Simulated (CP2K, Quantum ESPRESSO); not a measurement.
A Quantum ESPRESSO input for a self-consistent single point of LaAl3Au (I4mm, 5 atoms in the cell) (DFT, LDA (PZ), plane waves, GBRV 1.5 ultrasoft (LDA) pseudopotentials):

```fortran
&control
   calculation = 'scf',
   prefix = 'laal3au',
   outdir = './work',
   pseudo_dir = './',
   tprnfor = .true.,
   tstress = .true.,
/
&system
   ibrav = 7,
   celldm(1) = 8.24470501,
   celldm(3) = 2.5033612887,
   nat = 5,
   ntyp = 3,
   ecutwfc = 40,
   ecutrho = 320,
   occupations = 'smearing',
   smearing = 'fd',
   degauss = 0.0073499,
/
&electrons
   conv_thr = 1.0d-10,
/
ATOMIC_SPECIES
La   138.9055  la_lda_v1.uspp.F.UPF
Al    26.9815  al_lda_v1.uspp.F.UPF
Au   196.9666  au_lda_v1.uspp.F.UPF
ATOMIC_POSITIONS angstrom
La    0.00000000    0.00000000   10.80267241
Al    0.00000000    0.00000000    4.35075480
Al    0.00000000    2.18145500    2.73343392
Al   -2.18145500    0.00000000    2.73343392
Au    0.00000000    0.00000000    6.85919676
K_POINTS automatic
7 7 7  0 0 0
```

Problem. Translate this input to CP2K.

Solution. One input that does it (others would too):

```
&GLOBAL
  PROJECT bulk
  RUN_TYPE ENERGY_FORCE
  PRINT_LEVEL LOW
&END GLOBAL
&FORCE_EVAL
  METHOD Quickstep
  STRESS_TENSOR ANALYTICAL
  &DFT
    BASIS_SET_FILE_NAME BASIS_MOLOPT
    BASIS_SET_FILE_NAME BASIS_MOLOPT_UCL
    POTENTIAL_FILE_NAME GTH_POTENTIALS
    &QS
      METHOD GPW
      EPS_DEFAULT 1E-10
    &END QS
    &MGRID
      CUTOFF 500
      REL_CUTOFF 40
      NGRIDS 5
    &END MGRID
    &SCF
      SCF_GUESS ATOMIC
      EPS_SCF 1E-6
      MAX_SCF 100
      ADDED_MOS 6
      &DIAGONALIZATION
        ALGORITHM STANDARD
      &END DIAGONALIZATION
      &MIXING
        METHOD BROYDEN_MIXING
        ALPHA 0.3
        NBUFFER 10
        BETA 1
      &END MIXING
      &SMEAR ON
        METHOD FERMI_DIRAC
        ELECTRONIC_TEMPERATURE [K] 1160.45
      &END SMEAR
    &END SCF
    &KPOINTS
      SCHEME MONKHORST-PACK 7 7 7
    &END KPOINTS
    &XC
      &XC_FUNCTIONAL PADE
      &END XC_FUNCTIONAL
    &END XC
    &PRINT
      &MO
        EIGENVALUES T
        OCCUPATION_NUMBERS T
        NDIGITS 8
        FILENAME mo
        &EACH
          QS_SCF 0
        &END EACH
        ADD_LAST NUMERIC
      &END MO
      &MULLIKEN OFF
      &END MULLIKEN
    &END PRINT
  &END DFT
  &SUBSYS
    &CELL
      ABC 6.27213600 6.27213597 6.27213520
      ALPHA_BETA_GAMMA 139.29425334 139.29425604 58.92645678
      PERIODIC XYZ
    &END CELL
    &COORD
      SCALED
      La       0.98908000     0.98908000     0.00000000
      Al       0.39835000     0.39835000     0.00000000
      Al       0.25027000     0.75027000     0.50000000
      Al       0.75027000     0.25027000     0.50000000
      Au       0.62802000     0.62802000     0.00000000
    &END COORD
    &KIND La
      BASIS_SET DZVP-MOLOPT-SR-GTH
      POTENTIAL GTH-PADE-q11
    &END KIND
    &KIND Al
      BASIS_SET DZVP-MOLOPT-SR-GTH
      POTENTIAL GTH-PADE-q3
    &END KIND
    &KIND Au
      BASIS_SET DZVP-MOLOPT-SR-GTH
      POTENTIAL GTH-PADE-q11
    &END KIND
  &END SUBSYS
  &PRINT
    &FORCES ON
    &END FORCES
    &STRESS_TENSOR ON
    &END STRESS_TENSOR
  &END PRINT
&END FORCE_EVAL
```

Basis settings and potentials, where a program has them, do not carry over. This input uses DFT LDA (Pade form), GPW, DZVP-MOLOPT-SR-GTH basis, GTH-PADE potentials (GTH_POTENTIALS). LDA parametrisations can differ slightly between programs.

The starting cell comes from a database of computed structures (which also holds hypothetical and non-ambient phases and stackings), without a prior relaxation at this level.
